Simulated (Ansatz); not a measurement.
We consider hexagonal WC, described by PBEsol+SOC in Ansatz (PAW).

Settings: plane-wave cutoff 520 eV, 24×24×22 k mesh (along the axes of the cell as run), Fermi–Dirac smearing 0.051 eV (set by the program), PAW data made under PBE.

Cell (relaxed at this level):

Space group P-6m2 (No. 187); a = b = 2.898 Å, c = 2.827 Å, α = β = 90.00°, γ = 120.00°

```json
[
 {"atom": "W", "site": "1a", "symmetry": "-6m2", "x": "0.0000", "y": "0.0000", "z": "0.0000"},
 {"atom": "C", "site": "1d", "symmetry": "-6m2", "x": "0.3333", "y": "0.6667", "z": "0.5000"}
]
```

Question: Give the computed Voigt–Reuss–Hill shear modulus (Hill average), elastic constant C44, elastic constant C33, elastic constant C11, elastic constant C12, elastic constant C13 and elastic constant C66.

Answer: 
* **Voigt–Reuss–Hill shear modulus (Hill average)**: 298 GPa
* **elastic constant C44**: 322 GPa
* **elastic constant C33**: 986 GPa
* **elastic constant C11**: 737 GPa
* **elastic constant C12**: 241 GPa
* **elastic constant C13**: 185 GPa
* **elastic constant C66**: 248 GPa

Elastic constants are with the ions relaxed.

The computed numbers hold no vibrational or temperature effects.

Ansatz is an electronic-structure program.
